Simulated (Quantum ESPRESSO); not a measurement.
Quantum ESPRESSO run on La (P6_3/mmc, 2 atoms in the cell): self-consistent single point.

Computed with LDA (PZ), GBRV 1.5 ultrasoft (LDA) pseudopotentials (plane waves; Quantum ESPRESSO).

```xyz
2
Lattice="3.7463 0.0000 0.0000 -1.8731 3.2444 0.0000 0.0000 0.0000 6.0824" Properties=species:S:1:pos:R:3 pbc="T T T"
La     0.0000     2.1629     1.5206
La     1.8731     1.0815     4.5618
```

Reference input (self-consistent single point, DFT, PBE, plane waves, GBRV 1.5 ultrasoft (PBE) pseudopotentials): ecutwfc = 40 Ry; ecutrho = 200 Ry; occupations = smearing; smearing = gaussian; degauss = 0.0099958 Ry; potentials = {La: la_pbe_v1.uspp.F.UPF}; K_POINTS = automatic 13 13 7 0 0 0; conv_thr = 1e-10 Ry. This run's input differs from it in these lines:

```diff
@@ -25,3 +25,3 @@
 ATOMIC_SPECIES
-La   138.9055  la_pbe_v1.uspp.F.UPF
+La   138.9055  la_lda_v1.uspp.F.UPF
 ATOMIC_POSITIONS crystal
```

Log, with long lists cut:

```
     Self-consistent Calculation

     iteration #  1     ecut=    40.00 Ry     beta= 0.70

---- Real-time Memory Report at c_bands before calling an iterative solver
           255 MiB given to the printing process from OS
            65 MiB allocation reported by mallinfo(arena+hblkhd)
------------------

     Threshold (ethr) on eigenvalues was too large:
     Diagonalizing with lowered threshold

---- Real-time Memory Report at c_bands before calling an iterative solver
           302 MiB given to the printing process from OS
            74 MiB allocation reported by mallinfo(arena+hblkhd)
------------------

   [... lines left out ...]
           309 MiB given to the printing process from OS
            81 MiB allocation reported by mallinfo(arena+hblkhd)
------------------

     negative rho (up, down):  1.259E-01 0.000E+00

     total energy              =    -204.41663242 Ry
     estimated scf accuracy    <          1.1E-10 Ry

     iteration # 10     ecut=    40.00 Ry     beta= 0.70

---- Real-time Memory Report at c_bands before calling an iterative solver
           310 MiB given to the printing process from OS
            82 MiB allocation reported by mallinfo(arena+hblkhd)
------------------

     negative rho (up, down):  1.259E-01 0.000E+00
     End of self-consistent calculation

     the Fermi energy is    11.0496 ev

!    total energy              =    -204.41663242 Ry
     estimated scf accuracy    <          1.2E-12 Ry
     smearing contrib. (-TS)   =      -0.00232766 Ry
     internal energy E=F+TS    =    -204.41430476 Ry

     convergence has been achieved in  10 iterations

     negative rho (up, down):  1.259E-01 0.000E+00

     Forces acting on atoms (cartesian axes, Ry/au):

     atom    1 type  1   force =     0.00000000    0.00000000    0.00000000
     atom    2 type  1   force =     0.00000000   -0.00000000    0.00000000

     Total force =     0.000000     Total SCF correction =     0.000000

     negative rho (up, down):  1.259E-01 0.000E+00
          total   stress  (Ry/bohr**3)                   (kbar)     P=      -28.57
  -0.00019587  -0.00000000   0.00000000          -28.81       -0.00        0.00
  -0.00000000  -0.00019587   0.00000000           -0.00      -28.81        0.00
   0.00000000   0.00000000  -0.00019082            0.00        0.00      -28.07

   JOB DONE.
```

The run converged in 10 iterations. Against the reference run the pressure goes from 0.62 to -2.86 GPa.

The starting cell was generated: these elements placed on a structure prototype, without a prior relaxation; it need not be a known phase or ordering of this composition. Its lattice was rescaled by a random factor within 2.5 % of one.

Cost on one core of a shared machine: roughly 80 s.
